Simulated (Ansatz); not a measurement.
The starting structures come from a database of crystals and need not be the phases stable at ambient conditions.

Data:

```
CELL_PARAMETERS angstrom
      7.22701     0.00000     0.00000
      0.00000     7.58963     0.00000
      3.61350     0.00000     8.30828
ATOMIC_POSITIONS crystal
  Ba 0.67645 0.43373 0.64710
  Ba 0.32355 0.56627 0.35290
  Ba 0.82355 0.93373 0.35290
  Ba 0.17645 0.06627 0.64710
  Ba 0.23014 0.25000 0.03972
  Ba 0.76986 0.75000 0.96028
  Ba 0.26986 0.75000 0.96028
  Ba 0.73014 0.25000 0.03972
  P  0.13483 0.47736 0.73034
  P  0.86517 0.52264 0.26966
  P  0.36517 0.97736 0.26966
  P  0.63483 0.02264 0.73034
  O  0.50000 0.50000 0.00000
  O  0.00000 0.00000 0.00000
```

Space group of this cell: Cmce. The cell is taken as given; by r2SCAN its mean pressure is -0.8 GPa.

Transport runs along the normal of the first two printed cell vectors.

The gap is the functional's own, uncorrected, and κ follows it; spin-orbit coupling is left out. Mid-gap values are interpolated between the computed energies.

Q: Predict the band gap and the smallest decay constant κ at mid-gap from Ansatz (a first-principles code) with r2SCAN.

A: Gap 1.35 eV on a 6×4×6 mesh; κ = 0.230 1/Å, at the zone centre.
